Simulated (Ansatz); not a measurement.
Results of PBEsol (Ansatz, a quantum-chemistry and plane-wave program, PAW) for C (model structure, started from the Si type, Cmcm, No. 63, 12 atoms in the cell).

Settings: plane-wave cutoff 520 eV, 14×14×4 k mesh (along the axes of the cell as run), Fermi–Dirac smearing 0.01 eV, scalar-relativistic PAW data made under PBE.

The cell is the one relaxed with PBEsol. Conventional cell: a = 2.5020 Å, b = 7.0225 Å, c = 8.3230 Å, α = 90.00°, β = 90.00°, γ = 90.00°.

```yaml
crystal:
  lattice:
    - [1.25101, -3.51126, 0.00000]
    - [1.25101, 3.51126, 0.00000]
    - [0.00000, 0.00000, 8.32301]
  atoms:
    - { symbol: C, position: [0.75881, 0.24119, 0.44519] }
    - { symbol: C, position: [0.24119, 0.75881, 0.55481] }
    - { symbol: C, position: [0.24119, 0.75881, 0.94519] }
    - { symbol: C, position: [0.75881, 0.24119, 0.05481] }
    - { symbol: C, position: [0.43078, 0.56922, 0.65750] }
    - { symbol: C, position: [0.56922, 0.43078, 0.34250] }
    - { symbol: C, position: [0.56922, 0.43078, 0.15750] }
    - { symbol: C, position: [0.43078, 0.56922, 0.84250] }
    - { symbol: C, position: [0.97049, 0.02951, 0.40963] }
    - { symbol: C, position: [0.02951, 0.97049, 0.59037] }
    - { symbol: C, position: [0.02951, 0.97049, 0.90963] }
    - { symbol: C, position: [0.97049, 0.02951, 0.09037] }
```

Question: List the 34 lowest band energies at Γ above −25 eV (eV, relative to the valence band maximum), grouping those that round alike.

Answer: At Γ: -21.41, -20.76, -17.94, -14.74, -14.15, -11.89, -11.58, -11.53, -10.88, -8.07, -7.16, -7.09, -6.36, -5.74, -5.01, -4.61, -3.43, -3.39, -3.09, -2.90, -2.71, -1.93, -1.09, -0.70, 2.80, 5.08, 5.67, 5.68, 6.06, 6.29, 7.35, 7.60, 7.78, 8.42.

Note: the relaxation could raise the start's symmetry but not lower it, so the cell can be a saddle point.

A model structure was made by putting elements into a prototype or built by hand; it is no filed structure, need not be a known phase, and can be a saddle point held by its symmetry.
